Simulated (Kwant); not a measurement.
Model system: armchair germanene ribbon with Haldane second-neighbour hopping. 38 dimer lines, bond 0.232 nm, hopping 1.3 eV, scattering region 14 nm long; sites with one neighbour are removed; energy swept from -0.352 to 0.352 eV from the neutrality point. Staggered potential ±Δ on the two sublattices, Δ = 0.16 eV. The real sheet's buckling is left out. Second-neighbour term iλ/(3√3) ν with λ = 0.096 eV, a model term that the material doesn't have.

Constants are typed, rounded textbook-type inputs, not results; the design itself was drawn at random and stands for no fabricated device.

Model: nearest-neighbour tight-binding model of a honeycomb sheet with an imaginary second-neighbour term, one spin, coherent transport at 0 K (Kwant). Conductance is in e²/h.

Question: Is the sheet in its topological phase, how wide is its bulk gap, and what conductance is due inside it?

Answer: At the two valleys the masses are λ ± Δ = 0.256 and -0.0640 eV; the bulk gap is 2|λ − Δ| = 0.128 eV. λ < Δ, so the phase is trivial, and the gap gives G = 0. Simulated at 0.0235 eV: 0 e²/h.
